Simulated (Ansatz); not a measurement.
## Effective masses and thermopower of SiS$_{2}$ (Ibam)

Input:

```
CELL_PARAMETERS angstrom
     -2.72283     4.42879     2.74393
      2.72283    -4.42879     2.74393
      2.72283     4.42879    -2.74393
ATOMIC_POSITIONS crystal
  Si 0.75000 0.75000 0.00000
  Si 0.25000 0.25000 0.00000
  S  0.87470 0.77990 0.65460
  S  0.12530 0.22010 0.34540
  S  0.62530 0.27990 0.90520
  S  0.37470 0.72010 0.09480
```

All values below come from r2SCAN, rigid bands (plane waves, PAW, scalar-relativistic; Ansatz, a first-principles code). Condition of this run: functional r2SCAN on the same cell. How the cell was made: cell and atoms relaxed with PBEsol+d3bj.

The band gap is 2.88 eV. The electron conductivity mass (300 K, dilute) is 0.63 (x), 0.58 (y), 2.2 (z) mₑ, the hole conductivity mass (300 K, dilute) is 1.01 (x), 3.1 (y), 1.36 (z) mₑ and the effective density of states N_c (300 K) is 2.4e19 cm⁻³. The effective density of states N_v (300 K) comes out as 9.0e19 cm⁻³. The density-of-states mass, electrons comes out as 0.97 mₑ and the density-of-states mass, holes comes out as 2.3 mₑ. The Seebeck coefficient, n-type 1e19 cm⁻³, 300 K is -294 μV/K. The best n-type power factor at 300 K for τ = 10 fs (best axis; densities from 1e16 to 1e21 cm⁻³ tried, whether or not they can be reached) comes out as 5.9 μW/(cm·K²) at 1e20 cm⁻³, the Seebeck coefficient, p-type 1e19 cm⁻³, 300 K is 401 μV/K and the best p-type power factor at 300 K for τ = 10 fs (best axis; densities from 1e16 to 1e21 cm⁻³ tried, whether or not they can be reached) is 15.9 μW/(cm·K²) at 3e20 cm⁻³.

Rigid bands; masses and Seebeck coefficients take one relaxation time τ for all states and one kind of carrier; polarons and phonon drag are left out. Spin-orbit coupling is left out; where it splits the top of the valence band, N_v and the p-type Seebeck coefficient come out somewhat high without it. Geometry: cell and atoms relaxed with PBEsol+D3(BJ).

Formula and space group known from diffraction (Crystallography Open Database), not checked to be the room-temperature form: SiS2 (Ibam).
